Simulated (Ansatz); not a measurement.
# SiC, pressure series

Base system: SiC in the wurtzite structure (space group P6_3mc, No. 186; a = 3.076 Å, c = 5.048 Å).

Cell and atoms are relaxed at each pressure.

Computed with PBEsol, PAW, 420 eV (Ansatz, a first-principles code; no spin-orbit coupling).

```
change            lattice parameter a  band gap  width of the top valence band
----------------  -------------------  --------  -----------------------------
base                          3.076 Å   2.12 eV                        3.93 eV
pressure −2 GPa                     ?   2.14 eV                        3.90 eV
pressure −1 GPa               3.080 Å   2.13 eV                        3.92 eV
pressure 1.8 GPa              3.068 Å   2.11 eV                        3.95 eV
pressure 4.2 GPa              3.057 Å   2.09 eV                        3.98 eV
pressure 9 GPa                3.038 Å   2.06 eV                        3.99 eV
pressure 18 GPa               3.005 Å         ?                        4.09 eV
pressure 30 GPa               2.967 Å   1.92 eV                        4.22 eV
pressure 45 GPa               2.926 Å   1.84 eV                        4.35 eV
pressure 60 GPa               2.891 Å   1.77 eV                        4.48 eV
```

Q: What belongs in the blanks?

A: 
- pressure −2 GPa, lattice parameter a: 3.085 Å
- pressure 18 GPa, band gap: 2.00 eV

Load acts through the strain it causes; cell and atoms are relaxed under it. Stability against distortions was not tested. Competing high-pressure phases were not computed.
